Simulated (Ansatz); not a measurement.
GaN, pressure series

Start from GaN in the zinc blende structure (space group F-43m, No. 216; a = 4.549 Å).

Cell and atoms are relaxed at each pressure.

The values are results of PBE in Ansatz (plane waves to 420 eV, PAW, no spin-orbit coupling), earlier PAW set, not measurements.

Notes on the quantities. hole mass: degenerate bands, along [100].

| variant | lattice parameter a | band gap | hole mass |
|---|---|---|---|
| base | 4.549 Å | 1.54 eV | 0.15, 0.90, 0.90 mₑ (at Γ) |
| pressure −2 GPa | (withheld) | 1.47 eV | 0.14, 0.90, 0.90 mₑ (at Γ) |
| pressure −1 GPa | 4.558 Å | 1.50 eV | 0.14, 0.90, 0.90 mₑ (at Γ) |
| pressure 0.3 GPa | 4.546 Å | 1.55 eV | 0.15, 0.90, 0.90 mₑ (at Γ) |
| pressure 0.7 GPa | 4.543 Å | 1.57 eV | 0.15, 0.89, 0.89 mₑ (at Γ) |
| pressure 1.5 GPa | 4.536 Å | (withheld) | 0.15, 0.89, 0.89 mₑ (at Γ) |
| pressure 3 GPa | 4.524 Å | 1.65 eV | 0.15, 0.89, 0.89 mₑ (at Γ) |
| pressure 5 GPa | 4.508 Å | 1.72 eV | 0.16, 0.88, 0.88 mₑ (at Γ) |
| pressure 7.5 GPa | 4.489 Å | 1.80 eV | 0.17, 0.87, 0.87 mₑ (at Γ) |
| pressure 10 GPa | 4.471 Å | 1.87 eV | 0.17, 0.87, 0.87 mₑ (at Γ) |

Problem. Complete the table.

Solution. 
- pressure −2 GPa, lattice parameter a: 4.567 Å
- pressure 1.5 GPa, band gap: 1.60 eV

Load acts through the strain it causes; cell and atoms are relaxed under it. Masses are band curvatures over ±0.01 Å⁻¹ around the edge. No phonon test of stability was made. Tetrahedral semiconductors of this kind turn to denser phases somewhere between about 1 and 50 GPa; those were not computed, so compressed cells here can lie past the real transition. This is not the structure that GaN has at room temperature and ambient pressure.

Ansatz is a program for electronic structure.
